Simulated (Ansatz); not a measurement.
An Ansatz (an electronic-structure program) run: Ge with a change (biaxial strain +2.44 %, plane normal [001], relaxed out of plane); r2SCAN in Ansatz (plane waves to 500 eV, PAW, without spin-orbit coupling), earlier PAW set.

Input:

Ansatz 0.2 input:
```yaml
crystal:
  lattice:
    - [4.1090712107, 0, 0]
    - [0, 4.1090712107, 0]
    - [2.0545356053, -2.0545356053, 2.8017418797]
  atoms:
    - { symbol: Ge, position: [0.5, 0.5, 0] }
    - { symbol: Ge, position: [0.25, 0.25, 0.5] }
basis: { ecutwfc: 500, ecutrho_ratio: 4, xc_grid: 4, fft_grid_basis: typed }
kpoints: { mp_grid: { grid: [10, 10, 10] } }
hamiltonian:
  xc: r2scan
  dispersion: none
  pseudopotentials: { azcp: { folder: ./paw }, kind: paw }
scf: { occupations: { method: fermi_dirac, width: 0.05 } }
relax: { f_tol: 0.005, max_steps: 50, cell: { stress_tol: 0.01, fix: [a, b, gamma] } }
output: { forces: true, stress: true }
checkpoint: { write: state.ck, write_every: 1000 }
```

Output (explanatory and most iteration lines left out):

```
Relaxation: its limit of steps is 50 (relax.max_steps)
Pseudopotential: Ge, paw, valence charge 14
Crystal: 2 atoms, lattice volume = 47.306 Å³
Basis set: ecut = 500 eV, 1219 PW (Γ), exchange–correlation on 120×120×120 points (64 copies of the dense FFT grid, shifted against one another)
Bands: 18, of which v1, the nominal top of the filled ones, is band 14 counted from 1 (13 counted from 0)
Symmetry: 16 space group operations
Space group: I41/amd (ITA 141), of the structure as read, at distance tolerance 3.6e-5 Å
k-points: 102 of 1000
Functional: x = r2scan, c = r2scan; τ floored in thin density (d = 2e-4 eV/Å³)
SCF iter   1: F=—  HF=-8605.742908 eV  |F-HF|=—  |Δ(HF+E_count)|=         —  Δρ=3.57e-2  dr2=4.52e-1  dr2_τ=3.80e-3  ethr=1.61e-3  ⟨swp⟩=1.0  Hψ=11161  notcnv=0
SCF iter   2: F=—  HF=-8605.779202 eV  |F-HF|=—  |Δ(HF+E_count)|=   3.63e-2  Δρ=1.82e-2  dr2=9.74e-2  dr2_τ=6.64e-4  ethr=1.61e-3  ⟨swp⟩=2.2  Hψ=2266  notcnv=0
SCF 1 converged in 6 iterations: F = -8605.806324 eV  dr2 = 1.96e-9
relax step   1: F+E_penalty+E_count = -8605.80632371 eV  Δ(F+E_penalty+E_count) = +0.000e0 eV  max|allowed force component| = 6.245e-17 eV/Å  Δτ_max = 0.0000 Å  P = -2.306 GPa  Ω = 47.306 Å³  fix = [a, b, gamma]  reactions: a -3.207, b -3.207 GPa  (6 SCF iters, dr2 threshold 1.00e-7 eV, accepted)
Crystal: 2 atoms, lattice volume = 47.085 Å³
Basis set: ecut = 500 eV, 1211 PW (Γ), exchange–correlation on 120×120×120 points (64 copies of the dense FFT grid, shifted against one another)
SCF iter   1: F=—  HF=-8605.806511 eV  |F-HF|=—  |Δ(HF+E_count)|=         —  Δρ=2.40e-4  dr2=2.35e-5  dr2_τ=3.61e-5  ethr=9.30e-8  ⟨swp⟩=2.2  Hψ=10548  notcnv=0
SCF iter   2: F=—  HF=-8605.806699 eV  |F-HF|=—  |Δ(HF+E_count)|=   1.88e-4  Δρ=1.54e-4  dr2=8.31e-6  dr2_τ=4.93e-8  ethr=8.41e-8  ⟨swp⟩=3.0  Hψ=3270  notcnv=0
SCF 2 converged in 4 iterations: F = -8605.806702 eV  dr2 = 9.19e-8
relax step   2: F+E_penalty+E_count = -8605.80670214 eV  Δ(F+E_penalty+E_count) = -3.784e-4 eV  max|allowed force component| = 6.245e-17 eV/Å  Δτ_max = 0.0000 Å  P = -2.027 GPa  Ω = 47.085 Å³  energy of the carried Pulay correction = +3.159e-5 eV  fix = [a, b, gamma]  reactions: a -3.041, b -3.041 GPa  (4 SCF iters, dr2 threshold 2.00e-7 eV, accepted)
Crystal: 2 atoms, lattice volume = 47.085 Å³
SCF iter   1: F=—  HF=-8605.806672 eV  |F-HF|=—  |Δ(HF+E_count)|=         —  Δρ=1.34e-5  dr2=9.46e-8  dr2_τ=3.48e-9  ethr=3.77e-8  ⟨swp⟩=2.7  Hψ=13033  notcnv=0
SCF iter   2: F=—  HF=-8605.806671 eV  |F-HF|=—  |Δ(HF+E_count)|=   1.00e-6  Δρ=6.40e-6  dr2=1.79e-8  dr2_τ=1.26e-10  ethr=3.38e-10  ⟨swp⟩=2.1  Hψ=2100  notcnv=0
SCF 3 converged in 5 iterations: F = -8605.806671 eV  dr2 = 6.63e-13
SCF converged after 5 iterations
Free energy (F): -8605.806671 eV
Internal energy: -8605.806443 eV  (E = F + TS)
E sigma→0 (E₀):  -8605.806557 eV
Entropy (-TS):   -0.000228 eV (-0.114 meV/atom)
Fermi energy:    7.959795 eV
--- Forces (eV/Å), atoms counted from 1 ---
  atom   1  Ge     0.00000000     0.00000000     0.00000000
  atom   2  Ge    -0.00000000    -0.00000000    -0.00000000
--- Stress (GPa, compression-positive) ---
       -3.040740       0.000000      -0.000000
        0.000000      -3.040740       0.000000
       -0.000000       0.000000       0.001003
  P = ⅓ Tr σ = -2.0268 GPa (-20.268 kbar)
--- Relaxed structure (2 steps of the walk, 2 accepted, 1 SCFs on fresh bases) ---
  cell:  # Å, volume = 47.0852 Å³
    - [4.1090712107, 1.6359242075677828e-22, 3.6665301448678277e-11]
    - [1.6359243006921147e-22, 4.1090712107, -3.6665302492320313e-11]
    - [2.0545356053251167, -2.0545356053251167, 2.788670423662346]
  atoms:
    - { symbol: Ge, position: [0.5, 0.5, -1.3074994188440358e-27] }
    - { symbol: Ge, position: [0.24999999999999983, 0.25000000000000006, 0.5] }
```

No phonon test of stability was made. The cell was made from Ge in the diamond structure (space group Fd-3m, No. 227) by this change: biaxial strain +2.44 %, plane normal [001], relaxed out of plane.
